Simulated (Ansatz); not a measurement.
Start from SrTiO3 in the cubic perovskite structure (space group Pm-3m, No. 221; a = 3.936 Å).

(Cell as relaxed with PBE.)

Levels (all Ansatz, an electronic-structure program, PAW, earlier PAW set): PBE (420 eV, no spin-orbit coupling); PBEsol (420 eV, no SOC).

Each level relaxes its own structure.

```json
[
 {"base": "volume per atom", "PBE": "12.20 Å³", "PBEsol": "11.79 Å³"},
 {"base": "lattice parameter a", "PBE": "3.936 Å", "PBEsol": "3.891 Å"},
 {"base": "band gap", "PBE": "1.85 eV", "PBEsol": "1.86 eV"}
]
```

Modification: full substitution Ti → V, then cell and atoms are relaxed.

| quantity | PBE | PBEsol |
|---|---|---|
| shortest interatomic distance | 1.929 Å | 1.905 Å |
| band gap | zero | zero |

PBE's shortest interatomic distance lies 0.024 Å above PBEsol's (1.3 %); the two agree on the band gap. Neither level is exact; PBEsol is the comparison here, not a measurement.

Whether these cells are dynamically stable was not tested. Starting moments died away, wholly or in part, for Ti → V; another magnetic solution may exist. No Hubbard U is applied, and correlation can decide whether such a compound is a metal. All final runs are without spin polarisation. An odd electron count without spin: SrVO3. Many cubic perovskites are stable only at high temperature; tilts and polar distortions were not tested.
